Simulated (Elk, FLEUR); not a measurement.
A FLEUR input for a self-consistent single point of Tc₃N (P-6m2, 4 atoms in the cell) (DFT, PBEsol, all-electron FLAPW (FLEUR), scalar-relativistic valence):

Input of the input generator:

```
scf Tc3N
&input film=f /
2.7418340595 -0.0000000138 0.0000000000
-1.3709170178 2.3744979554 0.0000000000
0.0000000000 0.0000000000 6.8985530000
1.8897261246
1.0 1.0 1.0

4
43 0.0000001667 -0.0000001667 0.5000000000
43 0.6666668333 0.3333331667 0.8033300000
43 0.6666668333 0.3333331667 0.1966700000
7 0.0000001667 -0.0000001667 -0.0000000000

&comp jspins=1 /
&exco xctyp='PBEs' /
&kpt div1=14 div2=14 div3=5 gamma=t /
&end /
```

```xml
<?xml version="1.0" encoding="UTF-8" standalone="no"?>
<fleurInput fleurInputVersion="0.39">
   <comment>
      scf Tc3N                                                                                            
   </comment>
   <calculationSetup>
      <cutoffs Kmax="4.4" Gmax="17.6" GmaxXC="17.6" numbands="0"/>
      <scfLoop itmax="60" minDistance="0.00001" maxIterBroyd="15" imix="Anderson" alpha="0.05" precondParam="0.0" spinf="2.0"/>
      <coreElectrons ctail="T" frcor="F" kcrel="0" coretail_lmax="0"/>
      <xcFunctional name="PBEs" relativisticCorrections="F"/>
      <magnetism jspins="1"/>
      <soc l_soc="F" theta="0.0" phi="0.0" spav="F"/>
      <expertModes spex="0" secvar="F"/>
      <geometryOptimization l_f="T" forcealpha="1.0" forcemix="BFGS" epsdisp="0.00001" epsforce="0.00001"/>
      <ldaU l_linMix="F" mixParam="0.05" spinf="1.0"/>
   </calculationSetup>
   <cell>
      <bzIntegration valenceElectrons="50.0" mode="gauss" fermiSmearingEnergy="0.00183747">
         <kPointListSelection listName="default-1"/>
         <!-- k-points included here -->
         <xi:include xmlns:xi="http://www.w3.org/2001/XInclude" href="kpts.xml"> </xi:include>
      </bzIntegration>
      <!-- symmetry operations included here -->
      <xi:include xmlns:xi="http://www.w3.org/2001/XInclude" href="sym.xml"> </xi:include>
      <bulkLattice scale="1.0">
         <bravaisMatrix>
            <row-1>    5.1813154515552204    -0.0000000260782205     0.0000000000000000</row-1>
            <row-2>   -2.5906577031953830     4.4871508191286651     0.0000000000000000</row-2>
            <row-3>    0.0000000000000000     0.0000000000000000    13.0363758260377018</row-3>
         </bravaisMatrix>
      </bulkLattice>
   </cell>
   <atomSpecies>
      <species name="Technetium (Tc)" element="Tc" atomicNumber="43">
         <mtSphere radius="2.40" gridPoints="827" logIncrement="0.015"/>
         <atomicCutoffs lmax="10" lnonsphr="8"/>
         <electronConfig flipSpins="F">
            <coreConfig>(1s1/2) (2s1/2) (2p1/2) (2p3/2) (3s1/2) (3p1/2) (3p3/2) (3d3/2) (3d5/2)</coreConfig>
            <valenceConfig>(4s1/2) (4p1/2) (4p3/2) (5s1/2) (4d3/2) (4d5/2)</valenceConfig>
            <stateOccupation state="(4d3/2)" spinUp="1.0" spinDown="1.0"/>
            <stateOccupation state="(4d5/2)" spinUp="1.5" spinDown="1.5"/>
         </electronConfig>
         <energyParameters s="5" p="5" d="4" f="4"/>
         <lo type="SCLO" l="0" n="4" eDeriv="0"/>
         <lo type="SCLO" l="1" n="4" eDeriv="0"/>
      </species>
      <species name="Nitrogen (N)" element="N" atomicNumber="7">
         <mtSphere radius="1.36" gridPoints="471" logIncrement="0.022"/>
         <atomicCutoffs lmax="6" lnonsphr="4"/>
         <electronConfig flipSpins="F">
            <coreConfig>(1s1/2)</coreConfig>
            <valenceConfig>(2s1/2) (2p1/2) (2p3/2)</valenceConfig>
            <stateOccupation state="(2p1/2)" spinUp="0.5" spinDown="0.5"/>
            <stateOccupation state="(2p3/2)" spinUp="1.0" spinDown="1.0"/>
         </electronConfig>
         <energyParameters s="2" p="2" d="3" f="4"/>
      </species>
   </atomSpecies>
   <atomGroups>
      <atomGroup species="Technetium (Tc)">
         <relPos label="                   1">.0000000000 .0000000000 1.000/2.000</relPos>
         <force calculate="T" relaxXYZ="TTT"/>
      </atomGroup>
      <atomGroup species="Technetium (Tc)">
         <relPos label="                   2">-1.000/3.000 1.000/3.000 -.1966700000</relPos>
         <relPos label="                   3">-1.000/3.000 1.000/3.000 .1966700000</relPos>
         <force calculate="T" relaxXYZ="TTT"/>
      </atomGroup>
      <atomGroup species="Nitrogen (N)">
         <relPos label="                   4">.0000000000 .0000000000 .0000000000</relPos>
         <force calculate="T" relaxXYZ="TTT"/>
      </atomGroup>
   </atomGroups>
   <output dos="F" band="F" slice="F">
      <checks vchk="F" cdinf="F"/>
      <bandDOS minEnergy="-.5*Htr" maxEnergy="0.5*Htr" sigma="0.015" storeEVData="T"/>
      <vacuumDOS vacdos="F" integ="F" star="F" nstars="0" locx1="0.0" locy1="0.0" locx2="0.0" locy2="0.0" nstm="0" tworkf="0.0"/>
      <unfoldingBand unfoldBand="F" supercellX="1" supercellY="1" supercellZ="1"/>
      <plotting iplot="0" polar="F">
         <plot TwoD="T" vec1="  1.0  0.0  0.0" vec2="  0.0  1.0  0.0" vec3="  0.0  0.0  1.0" zero="  0.0  0.0  0.0" file="plot"/>
      </plotting>
      <chargeDensitySlicing numkpt="0" minEigenval="0.0" maxEigenval="0.0" nnne="0" pallst="F"/>
      <specialOutput eonly="F"/>
      <magneticCircularDichroism mcd="F" energyLo="-10.0" energyUp="0.0"/>
   </output>
  <!-- We include the file relax.xml here to enable relaxations (see documentation) -->
  <xi:include xmlns:xi="http://www.w3.org/2001/XInclude" href="relax.xml"> <xi:fallback/> </xi:include>
</fleurInput>
```

Question: Give the Elk input for the same structure, mesh, smearing and functional.

Answer: This is the input that was run; spellings and numerical settings could be chosen otherwise.

```
tasks
  0

xctype
  22

rgkmax
  8.0

gmaxvr
  14.0

nxlo
  2

lorbcnd
  .true.

rmtscf
  0.85

lmaxi
  2

stype
  0

swidth
  0.00183747

maxscl
  100

scale
  1.889726125

avec
    2.7418340595   -0.0000000138    0.0000000000
   -1.3709170178    2.3744979554    0.0000000000
    0.0000000000    0.0000000000    6.8985530000

atoms
  2
  'Tc.in'
  3
  0.0000000000  0.0000000000  0.5000000000    0.0 0.0 0.0
  0.6666666667  0.3333333333  0.8033300000    0.0 0.0 0.0
  0.6666666667  0.3333333333  0.1966700000    0.0 0.0 0.0
  'N.in'
  1
  0.0000000000  0.0000000000  0.0000000000    0.0 0.0 0.0

ngridk
  14 14 5
```

Basis, cutoffs, solver keys and any potentials are the target program's own. This input uses DFT, PBEsol, all-electron FP-LAPW, Elk's shipped species files, APW+lo basis with extra local orbitals.

The starting cell comes from a database of computed structures (which also holds hypothetical and non-ambient phases and stackings), without a prior relaxation at this level. For this run, on top of that: lattice scaled by 0.98.
